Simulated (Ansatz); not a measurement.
We consider BN (model structure, started from the rocksalt type, Fm-3m, No. 225, 2 atoms in the cell), described by HSE06 in Ansatz (plane waves, PAW).

Numerical settings: plane-wave cutoff 520 eV, 14×14×14 k mesh, scalar-relativistic PAW data made under PBE.

Computed at the level's own relaxed cell.

Elastic tensor (GPa, Voigt notation, ions relaxed):

```
  600.3   339.8   339.8     0.0     0.0     0.0
  339.8   600.3   339.8     0.0     0.0     0.0
  339.8   339.8   600.3     0.0     0.0     0.0
    0.0     0.0     0.0   677.7     0.0     0.0
    0.0     0.0     0.0     0.0   677.7     0.0
    0.0     0.0     0.0     0.0     0.0   677.7
```

Worked from these constants: the tetragonal shear constant is C′ = (C11 − C12)/2 = 130.2 GPa against C44 = 677.7 GPa, so the tetragonal shear is the softer. The Zener ratio C44/C′ is 5.21 (1 for an isotropic solid), and the Cauchy pressure C12 − C44 is -337.9 GPa. With C11 + 2C12 = 1279.9 GPa all three Born conditions hold; they don't test modes at the zone boundary.

Note: the relaxation could raise the start's symmetry but not lower it, so the cell can be a saddle point.

A model structure was made by putting elements into a prototype or built by hand; it is no filed structure, need not be a known phase, and can be a saddle point held by its symmetry.

Ansatz is a first-principles code.
